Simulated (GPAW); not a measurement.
## Pressure against volume in zinc-blende BP (space group 216) (GPAW, PBE)

```yaml
crystal:
  lattice:
    - [0.00000, 2.22964, 2.22964]
    - [2.22964, 0.00000, 2.22964]
    - [2.22964, 2.22964, 0.00000]
  atoms:
    - { symbol: B, position: [0.00000, 0.00000, 0.00000] }
    - { symbol: P, position: [0.75000, 0.75000, 0.75000] }
```

Method: PBE, GPAW PAW datasets PBE (gpaw-data 1.0.1) (plane waves; GPAW). Settings: mode = pw; ecut = 1040 eV; xc = PBE; kpts = 12 12 12; mesh shift (steps) = 0 0 0; occupations.name = fermi-dirac; occupations.width = 0.01 eV; nbands = -4; convergence.density = 1e-05 e/electron; convergence.energy = 1e-05 eV/electron; convergence.bands = -2; symmetry.symmorphic = false; symmetry.tolerance = 0.0005; maxiter = 100. The cell above is the first row's. The rows scale it uniformly. In all rows fractional positions and the k mesh are held.

| V (Å^3/atom) | P (GPa) |
|---|---|
| 11.084 | 11.18 |
| 11.325 | 6.97 |
| 11.566 | 3.15 |
| 11.807 | -0.30 |
| 12.048 | -3.43 |
| 12.289 | -6.27 |
| 12.530 | -8.84 |
| 12.771 | -11.16 |
| 13.012 | ? |

Task: Using a cubic, estimate the missing P at V = 13.012 from the other rows, showing the fit.

Result: With u = V - 11.9, the rows have u = -0.8160, -0.5750, -0.3340, -0.0930, 0.1480, 0.3890, 0.6300, 0.8710. Least squares gives P = -1.550 - 13.1353·u + 2.7231·u² - 0.3608·u³. Residuals (row less fit): 0.002, -0.002, -0.004, 0.005, 0.006, -0.001, -0.005, 0.003; standard error 0.006 (degrees of freedom: 4). The fitted pressure is zero at V0 = 11.78, where dP/dV = -13.78, so B0 = -V0·dP/dV = 162 GPa. At the withheld row, u = 1.1120, so P = -1.550 - 13.1353 × 1.1120 + 2.7231 × 1.1120² - 0.3608 × 1.1120³ = -13.285 GPa. The calculation gives -13.27 GPa, 0.015 GPa above the prediction (0.1 % of the range of P in the table). The row lies outside the fitted rows, so this is an extrapolation. From the scatter of the fitted rows alone, a prediction at this place has a standard error of 0.015 GPa, so the miss is 1.0 times that.

Carrying the step between the two nearest rows on in a straight line would have given -13.48, off by 0.21; series whose last step already gives the withheld value aren't shown. The scan was laid around a cell of about the measured size, scaled by a guess for this functional. The runs keep the symmetry of the cell, so they don't test it for distortions. Cutoffs and mesh are single choices, not tested for convergence of this quantity. Series with a scatter that would blur these digits, or in which a gap closes, are not shown.
